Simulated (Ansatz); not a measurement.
Consider GaN in the NiAs type structure (space group P6_3/mmc, No. 194; a = 2.969 Å, c = 5.041 Å; a model cell, its experimental status unchecked).

Levels (all Ansatz, a first-principles code, PAW): PBEsol (420 eV, spin-orbit coupling left out); r2SCAN (500 eV, no SOC); HSE06 (420 eV, no spin-orbit coupling).

One geometry, relaxed with PBEsol, under each level:

```json
[
 {"level": "PBEsol", "band gap": "1.21 eV", "lowest conduction level above the VBM at special points": "K 1.21 eV; Γ 1.61 eV; L 2.91 eV; M 3.58 eV", "electron mass": "0.23 mₑ along c, 0.33 mₑ across (at K)", "pressure": "0.01 GPa"},
 {"level": "r2SCAN", "band gap": "1.88 eV", "lowest conduction level above the VBM at special points": "K 1.88 eV; Γ 2.10 eV; L 3.54 eV; M 4.16 eV", "electron mass": "0.23 mₑ along c, 0.35 mₑ across (at K)", "pressure": "-0.64 GPa"},
 {"level": "HSE06", "band gap": "…", "lowest conduction level above the VBM at special points": "…", "electron mass": "–", "pressure": "–"}
]
```

Give the withheld HSE06 results.


- HSE06, band gap: 2.64 eV
- HSE06, lowest conduction level above the VBM at special points: K 2.64 eV; Γ 2.87 eV; L 4.28 eV

Single points use the geometry relaxed with PBEsol. Their cutoffs differ, which shifts pressures a little. The hybrid gap comes from the SCF mesh plus the semilocal run's edge points and a few special points and is an upper bound. Masses are band curvatures over ±0.01 Å⁻¹ around the edge. Stability against distortions was not tested. This is not the structure that GaN has at room temperature and ambient pressure.
